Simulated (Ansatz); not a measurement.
Base system: CoSi (space group P2_13, No. 198; a = 4.383 Å; non-magnetic).

The values are results of r2SCAN in Ansatz (plane waves to 500 eV, PAW, spin-orbit coupling left out), not measurements.

Before the change:

* **Lattice parameter a**: 4.383 Å

It is then changed as follows: a hydrostatic pressure of 30 GPa.

**Question.** How does this affect the lattice parameter a?

**Answer.** The lattice parameter a drops by 0.140 Å to 4.243 Å.

Load acts through the strain it causes; cell and atoms are relaxed under it. No phonon test of stability was made. Competing high-pressure phases were not computed. Starting moments died away, wholly or in part, for the base; another magnetic solution may exist. The final runs are not spin-polarised.

Ansatz is a program for electronic structure.
